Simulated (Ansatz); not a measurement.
**BaAg2GeS4: pressure 5 GPa**

The reference is BaAg$_{2}$GeS$_{4}$ (space group I-42m, No. 121; a = 6.726 Å, c = 8.050 Å).

The change: cell and atoms relaxed at a pressure of 5 GPa.

The values are results of DFT with PBEsol, PAW potentials and a 420 eV plane-wave cutoff in Ansatz (a program for electronic structure), scalar-relativistic without spin-orbit coupling, not measurements. Γ-centred 7×7×7 mesh, Fermi–Dirac width 0.05 eV.

```tsv
quantity	base	changed	shift
volume per atom	22.76 Å³	20.89 Å³	-1.87 Å³
lattice parameter a	6.726 Å	6.662 Å	-0.0649 Å
c/a ratio	1.197	1.131	-0.066
shortest interatomic distance	2.224 Å	2.199 Å	-0.025 Å
band gap	0.48 eV	0.41 eV	-0.07 eV
gap character	indirect, M → Γ	indirect, M → Γ	–
mean gap deformation potential ΔEg/Δln V	–	+0.8 eV	–
width of the top valence band	1.42 eV	1.71 eV	+0.29 eV
electron mass	0.26 mₑ along c, 0.18 mₑ across (at Γ)	0.30 mₑ along c, 0.18 mₑ across (at Γ)	–
hole mass	0.77 mₑ along k, 0.42 mₑ across (at M)	0.81 mₑ along k, 0.34 mₑ across (at M)	–
```

Load acts through the strain it causes; cell and atoms are relaxed under it. Effective masses come from finite differences of ±0.01 Å⁻¹. Along k means along the line from Γ to the band edge. No phonon test of stability was made. Competing high-pressure phases were not computed.
